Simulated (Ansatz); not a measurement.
Functionals compared on N on the 1x1 (0001) surface of hcp Ru, one in a 2x2 cell, started at the site 'bridge Ru-Ru (span 2.7 Å)', in Ansatz (plane waves, PAW). The structure was relaxed with PBE; the other rows are single points on it, each with its references at the same level. Cutoff 420 eV (500 eV for r2SCAN).

Slab: 17 atoms, 6.3 Å thick at the start under the adsorbate (thin: gaps and levels are the slab's own); k 6x6x1, smearing 0.1 eV, dipole-corrected; 8 atoms held, the rest relaxed; start symmetry kept, larger cells not searched; no spin, no spin-orbit, no U, no dispersion correction. At the end it is bonded to 3 Ru. In PBE it is, or lies within 0.03 eV of, the lowest of the starts that converged. These notes are the PBE run's. Adsorption energies are against ½ N2(g). A negative adsorption energy means that the adsorbate is more stable on the surface than in its reference.

```tsv
functional	adsorption energy (eV)	work function of the top face (eV)	change of the work function (eV)	rough cost of the single point
PBE	-0.92	5.30	0.30	–
RPBE	-0.63	5.14	0.31	roughly 2.1 core-minutes
r2SCAN	(withheld)	(withheld)	(withheld)	very roughly 3 core-minutes
```

Question: What belongs in the gaps?

Answer: 
- r2SCAN, adsorption energy (eV): -1.11
- r2SCAN, work function of the top face (eV): 5.34
- r2SCAN, change of the work function (eV): 0.34

Ansatz is a quantum-chemistry and plane-wave program.
